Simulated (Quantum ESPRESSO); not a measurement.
Worked example: self-consistent single point of a (001) slab of Al3Ni2 (cut from a parent of space group no. 164; 5 atoms in the cell) in Quantum ESPRESSO.

Method: LDA (PZ), PSlibrary PAW (LDA) pseudopotentials (plane waves; Quantum ESPRESSO 7.5).

```
Al3Ni2
1.0
    4.00618     0.00000     0.00000
   -2.00309     3.46946     0.00000
    0.00000     0.00000    17.44569
Al Ni
3 2
Direct
  0.00000   0.00000   0.50000
  0.33333   0.66667   0.40125
  0.66667   0.33333   0.59876
  0.33333   0.66667   0.54113
  0.66667   0.33333   0.45887
```

Reference input (self-consistent single point, DFT, LDA (PZ), plane waves, PSlibrary PAW (LDA) pseudopotentials): ecutwfc = 50 Ry; ecutrho = 300 Ry; occupations = smearing; smearing = fd; degauss = 0.0073499 Ry; mixing_mode = local-TF; potentials = {Al: Al.pz-n-kjpaw_psl.1.0.0.UPF, Ni: Ni.pz-n-kjpaw_psl.1.0.0.UPF}; K_POINTS = automatic 5 5 1 0 0 0; conv_thr = 1e-11 Ry; mixing_beta = 0.5. This run's input differs from it in these lines:

```diff
@@ -14,4 +14,4 @@
  ntyp = 2,
- ecutwfc = 50,
- ecutrho = 300,
+ ecutwfc = 25,
+ ecutrho = 150,
  occupations = 'smearing',
```

Log, with long lists cut:

```
     Self-consistent Calculation

     iteration #  1     ecut=    25.00 Ry     beta= 0.50

     negative rho (up, down):  1.137E-05 0.000E+00

     total energy              =    -474.18284297 Ry
     estimated scf accuracy    <       2.19523133 Ry

     iteration #  2     ecut=    25.00 Ry     beta= 0.50

     negative rho (up, down):  1.387E-06 0.000E+00

     total energy              =    -474.29118656 Ry
     estimated scf accuracy    <       0.56052009 Ry

     iteration #  3     ecut=    25.00 Ry     beta= 0.50

     total energy              =    -474.20935079 Ry
     estimated scf accuracy    <       0.40463929 Ry

   [... 20 blocks of this kind left out ...]

     iteration # 24     ecut=    25.00 Ry     beta= 0.50

     negative rho (up, down):  1.029E-03 0.000E+00

     total energy              =    -474.29060103 Ry
     estimated scf accuracy    <          2.1E-11 Ry

     iteration # 25     ecut=    25.00 Ry     beta= 0.50

     negative rho (up, down):  1.028E-03 0.000E+00
     End of self-consistent calculation

     the Fermi energy is    -0.5241 ev

!    total energy              =    -474.29060103 Ry
     estimated scf accuracy    <          6.4E-12 Ry
     smearing contrib. (-TS)   =      -0.00449972 Ry
     internal energy E=F+TS    =    -474.28610131 Ry

     convergence has been achieved in  25 iterations

     negative rho (up, down):  1.028E-03 0.000E+00

     Forces acting on atoms (cartesian axes, Ry/au):

     atom    1 type  1   force =     0.00000000    0.00000000    0.00000000
     atom    2 type  1   force =     0.00000000    0.00000000    0.03437365
     atom    3 type  1   force =    -0.00000000   -0.00000000   -0.03437365
     atom    4 type  2   force =     0.00000000    0.00000000    0.00621389
     atom    5 type  2   force =    -0.00000000    0.00000000   -0.00621389

     Total force =     0.049400     Total SCF correction =     0.000009

     negative rho (up, down):  1.028E-03 0.000E+00
          total   stress  (Ry/bohr**3)                   (kbar)     P=     -125.21
  -0.00089756   0.00000000   0.00000000         -132.04        0.00        0.00
   0.00000000  -0.00089756   0.00000000            0.00     -132.04        0.00
  -0.00000000  -0.00000000  -0.00075831           -0.00       -0.00     -111.55

   JOB DONE.
```

The run converged in 25 iterations. Against the reference run the free energy rises by 407 meV/atom and the largest force goes from 0.827 to 0.884 eV/Å. The full log also holds: “c_bands:  1 eigenvalues not converged”.

The starting cell comes from a database of computed structures (which also holds hypothetical and non-ambient phases and stackings), without a prior relaxation at this level. The slab is cut from that crystal, and its faces are unrelaxed. Its lattice was rescaled by up to half a per cent. Spin polarisation is off.

Cost on one core of a shared machine: roughly 40 s.
